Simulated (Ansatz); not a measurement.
A15 Mo3Si, treated with r²SCAN (Ansatz, an electronic-structure program, plane waves, PAW).

Numerical settings: plane-wave cutoff 560 eV, 12×12×12 k mesh, Fermi–Dirac smearing 0.05 eV, no spin polarisation, scalar-relativistic PAW data made under PBE.

Cell (relaxed at this level):

```yaml
crystal:
  lattice:
    - [4.88429, 0.00000, 0.00000]
    - [0.00000, 4.88429, 0.00000]
    - [0.00000, 0.00000, 4.88429]
  atoms:
    - { symbol: Si, position: [0.50000, 0.50000, 0.50000] }
    - { symbol: Si, position: [0.00000, 0.00000, 0.00000] }
    - { symbol: Mo, position: [0.25000, 0.00000, 0.50000] }
    - { symbol: Mo, position: [0.50000, 0.25000, 0.00000] }
    - { symbol: Mo, position: [0.50000, 0.75000, 0.00000] }
    - { symbol: Mo, position: [0.75000, 0.00000, 0.50000] }
    - { symbol: Mo, position: [0.00000, 0.50000, 0.75000] }
    - { symbol: Mo, position: [0.00000, 0.50000, 0.25000] }
```

Task: Predict the bulk modulus and pressure derivative B′ of the bulk modulus.

Result: 
bulk modulus: 264 GPa
pressure derivative B′ of the bulk modulus: 4.3

The run finds no gap.

The computed numbers hold no vibrational or temperature effects.
